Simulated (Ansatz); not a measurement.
Level of theory: PBE (plane waves to 420 eV, PAW; Ansatz, a program for electronic structure).

Electrostatic potential energy of an electron, averaged over planes parallel to the surface, in eV from the highest filled level, for a constructed model of the (111)B surface of zinc-blende AlAs, As-terminated, 2x2 In adatom at H3 (bottom of the slab: 3 H on 4 bottom sites):

(z (Å), V (eV)): (3.61, 5.89); (3.89, 5.89); (4.17, 5.89); (4.44, 5.89); (4.72, 5.89); (5.00, 5.89); (5.28, 5.89); (5.56, 5.89); (5.83, 5.89); (6.11, 5.89); (6.39, 5.88); (6.67, 5.86); (6.94, 5.81); (7.22, 5.69); (7.50, 5.44); (7.78, 4.72); (8.06, 3.89); (8.33, 4.00); (8.61, 3.45); (8.89, 1.73); (9.17, -0.12); (9.44, -1.57); (9.72, -3.60); (10.00, -5.05); (10.28, -4.07); (10.56, -2.31); (10.83, -1.75); (11.11, -1.04); (11.39, 1.07); (11.67, 2.66); (11.94, 2.52); (12.22, 0.99); (12.50, -1.06); (12.78, -2.38); (13.06, -4.06); (13.33, -5.21); (13.61, -4.11); (13.89, -2.03); (14.17, -1.16); (14.44, -0.48); (14.72, 1.52); (15.00, 2.86); (15.28, 2.55); (15.56, 0.89); (15.83, -1.16); (16.11, -2.53); (16.39, -4.23); (16.67, -5.08); (16.94, -3.89); (17.22, -1.92); (17.50, -1.08); (17.78, -0.16); (18.06, 1.83); (18.33, 2.95); (18.61, 2.54); (18.89, 0.86); (19.17, -1.01); (19.44, -2.63); (19.72, -4.32); (20.00, -4.78); (20.28, -3.63); (20.56, -2.14); (20.83, -1.43); (21.11, -0.58); (21.39, 0.65); (21.67, 1.45); (21.94, 1.93); (22.22, 2.36); (22.50, 3.00); (22.78, 3.77); (23.06, 4.28); (23.33, 4.51); (23.61, 4.61); (23.89, 4.67); (24.17, 4.69); (24.44, 4.70); (24.72, 4.71); (25.00, 4.71); (25.28, 4.71); (25.56, 4.71); (25.83, 4.71); (26.11, 4.71); (26.39, 4.71)

Slab: 36 atoms, 13.7 Å thick at the start with caps and adatoms (thin: gaps and levels are the slab's own); k 3x3x1, smearing 0.025 eV, dipole-corrected; 8 atoms held, the rest relaxed; held to the start's symmetry, so lower structures may exist; no spin, no spin-orbit, no U. In PBE it is, or lies within 0.01 eV a 1x1 cell of, the lowest of the 2 structures of its composition computed so far; subsurface sites and larger cells were not tried.

Task: The surface cell has an area of 56.84 Å². What dipole along the normal does the step between the two vacuum levels imply?

Result: the top vacuum level lies 1.18 eV below the bottom one; p = −ε₀ A ΔV (ε₀ = 0.005526 e/(V·Å)) gives 0.37 e·Å a cell.
